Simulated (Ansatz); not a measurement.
## Effect of pressure 0.7 GPa on CaIrO3

The reference is CaIrO₃ (space group Cmcm, No. 63; a = 3.173 Å, b = 9.671 Å, c = 7.247 Å).

Now apply this change: a hydrostatic pressure of 0.7 GPa.

All numbers come from PBEsol (Ansatz, a quantum-chemistry and plane-wave program, PAW, no spin-orbit coupling). Γ-centred 15×15×7 mesh, Fermi–Dirac width 0.05 eV.

* **Density**: 8.40 g/cm³ (base 8.37 g/cm³)
* **Shortest interatomic distance**: 1.956 Å (base 1.958 Å)
* **Enthalpy H = E + PV relative to the base's energy**: +0.05 eV/atom
* **Band gap**: zero (base zero)

Cost of the whole job for the changed cell (relaxation, final SCF and bands): about 4 core-minutes (a rough figure).

Load acts through the strain it causes; cell and atoms are relaxed under it. No phonon test of stability was made. No Hubbard U is applied, and correlation can decide whether such a compound is a metal. The final runs are not spin-polarised.
